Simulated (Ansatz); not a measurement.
Results of PBEsol in Ansatz (PAW) for Hf2Si (I4/mcm, No. 140, 6 atoms in the cell; start mp-9938).

Run with plane-wave cutoff 520 eV, 14×14×14 k mesh, Fermi–Dirac smearing 0.05 eV, scalar-relativistic PAW data made under PBE.

Cell (relaxed at this level):

```yaml
crystal:
  lattice:
    - [-3.25449, 3.25449, 2.57292]
    - [3.25449, -3.25449, 2.57292]
    - [3.25449, 3.25449, -2.57292]
  atoms:
    - { symbol: Hf, position: [0.84317, 0.65683, 0.50000] }
    - { symbol: Hf, position: [0.15683, 0.34317, 0.50000] }
    - { symbol: Hf, position: [0.65683, 0.15683, 0.81367] }
    - { symbol: Hf, position: [0.34317, 0.84317, 0.18633] }
    - { symbol: Si, position: [0.75000, 0.75000, 0.00000] }
    - { symbol: Si, position: [0.25000, 0.25000, 0.00000] }
```

### Question
Predict the bulk modulus.

### Answer

- bulk modulus: 149 GPa

The run finds no gap.

Note: the bulk modulus is −V dP/dV from two relaxed cells at ±2 % in volume; the relaxation could not lower the start's symmetry, so the cell can be a saddle point above a distorted one.

Spin–orbit coupling is not included; it can open a gap where bands touch, and shift volumes and moduli.

Computed values are for the static lattice.

It cost very roughly 13 core-minutes of CPU time.

A start named mp-… is a Materials Project structure, which need not be a measured phase.

Ansatz is a program for electronic structure.
